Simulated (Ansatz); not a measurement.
## Energy of CsCl-type LiH (model structure) less that of rock-salt LiH, by level of theory

No measured value is used here.

```csv
level (code),value (meV/atom)
LDA (Ansatz),232
PBE (Ansatz),234
PBE-D3(BJ) (Ansatz),230
PBE-D4 (Ansatz),231
rVV10 (Ansatz),247
r²SCAN (Ansatz),241
HSE06 (Ansatz),243
```

Each level is taken at its own relaxed cell. Ansatz's density-functional and Hartree–Fock values are scalar-relativistic unless marked +SOC, with PAW data made under PBE.

A model structure was made by putting elements into a prototype or built by hand; it is no filed structure, need not be a known phase, and can be a saddle point held by its symmetry.

Ansatz is a quantum-chemistry and plane-wave program.
